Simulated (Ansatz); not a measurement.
# A computed series for CdTe: response to strain

The reference is CdTe in the zinc blende structure (space group F-43m, No. 216).

```xyz
2
Lattice="0.0000 3.2043 3.2043 3.2043 0.0000 3.2043 3.2043 3.2043 0.0000" Properties=species:S:1:pos:R:3 pbc="T T T"
Cd     0.0000     0.0000     0.0000
Te     1.6022     1.6022     1.6022
```

Cartesian axes are those of the cell as printed.

Strains are applied to the cell and any free atomic positions relax; under biaxial strain the out-of-plane vector relaxes too.

Method: Kohn–Sham DFT with the LDA functional, run in Ansatz (an electronic-structure program) with PAW and 420 eV plane waves, no SOC.

Candidates:
(a) biaxial strain −1.67 %, plane normal [111], relaxed out of plane
(b) biaxial strain −0.42 %, plane normal [111], relaxed out of plane
(c) biaxial strain +0.83 %, plane normal [111], relaxed out of plane

Q: Order them by out-of-plane strain, highest first.

A: (a) biaxial strain −1.67 %, plane normal [111], relaxed out of plane (+1.44 %), (b) biaxial strain −0.42 %, plane normal [111], relaxed out of plane (+0.36 %), (c) biaxial strain +0.83 %, plane normal [111], relaxed out of plane (-0.70 %)

Stability against distortions was not tested.
